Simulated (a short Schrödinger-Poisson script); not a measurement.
Stack: single GaAs/Al0.15Ga0.85As quantum well.

```
layer        material  thickness (nm)
-----  --------------  --------------
1      Al0.15Ga0.85As              20
2                GaAs               8
3      Al0.15Ga0.85As              20
```

The device is made up for the run: typed textbook-type constants, with dimensions and the other settings drawn at random. GaAs: direct gap (eV) 1.424, conduction-band edge (eV) 0, electron mass (mₑ) 0.067, heavy-hole mass 0.377, light-hole mass 0.09. Al0.15Ga0.85As: direct gap (eV) 1.611, conduction-band edge (eV) 0.118, electron mass (mₑ) 0.0795, heavy-hole mass 0.392, light-hole mass 0.1035.

The valence-band edge of each layer lies one gap below its conduction-band edge. The electron's potential energy rises along the stack by the applied field. Mesh 0.03 nm at interfaces.

Question: Estimate e1 and hh1 for infinitely high walls at zero field, and compare with the finite well.

Answer: ħ²π²/(2mL²) gives 87.7 meV for the electron and 15.6 meV for the heavy hole. The finite well gives 33.4 and 9.0 meV, 0.38 and 0.58 of the estimates, as the states reach into the barriers (11 % of e1 lies outside the well).

From a short Schrödinger-Poisson script (our own, NumPy): one-band effective-mass equation with BenDaniel-Duke matching, electrons, heavy and light holes apart, hard walls at the outer ends, one valence edge for both holes (no strain splitting), no charge, excitons, band mixing or non-parabolicity; under a field the levels are quasi-bound states of a box, listed while three quarters of their weight lies within 4 nm of the wells.
